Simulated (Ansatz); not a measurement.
Take GaAs in the zinc blende structure (space group F-43m, No. 216; a = 5.659 Å) as the base.

Levels (all Ansatz, a quantum-chemistry and plane-wave program, PAW, earlier PAW set): PBEsol (420 eV, no spin-orbit coupling); HSE06 (420 eV, no SOC).

Its gap is 0.42 eV with PBEsol and 1.40 eV with HSE06.

Perturbation: full substitution Ga → Al, then cell and atoms are relaxed.

With PBEsol the gap becomes 1.34 eV.

Problem. If the HSE06 correction stayed the same, what would the HSE06 gap be, and what does the HSE06 run give?

Solution. A rigid correction of +0.98 eV gives 2.32 eV. The HSE06 run gives 2.09 eV, so the correction itself changes by -0.23 eV.

Single points use the geometry relaxed with PBEsol. HSE06 was sampled on its mesh, a few special points and the semilocal edge points, so its gap is an upper bound. Whether these cells are dynamically stable was not tested.
